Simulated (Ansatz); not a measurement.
The starting structures come from a database of crystals and need not be the phases stable at ambient conditions.

By PBEsol, the system below comes out a metal.

The ballistic (Sharvin) conductance counts the channels at the Fermi level: G/A = (e²/h) × channels of both spins per area.

Consider the following.

```xyz
3
Lattice="4.3003 0.0000 0.0000 -2.1501 3.7242 0.0000 0.0000 0.0000 3.8510" Properties=species:S:1:pos:R:3 pbc="T T T"
La     0.0000     0.0000     0.0000
Cu     0.0000     2.4828     1.9255
Cu     2.1501     1.2414     1.9255
```

Space group of this cell: P6/mmm. The cell is taken as given; by PBEsol its mean pressure is -2.5 GPa.

The current flows along the normal of the first two printed cell vectors, the (001) plane of the conventional cell. No spin-orbit coupling; the value is a mean over 0.1 eV about the Fermi level.

Problem. Give the ballistic conductance per area that PBEsol (Ansatz, a first-principles code) yields.

Solution. 0.50 × 10¹⁵ S/m² for both spins.
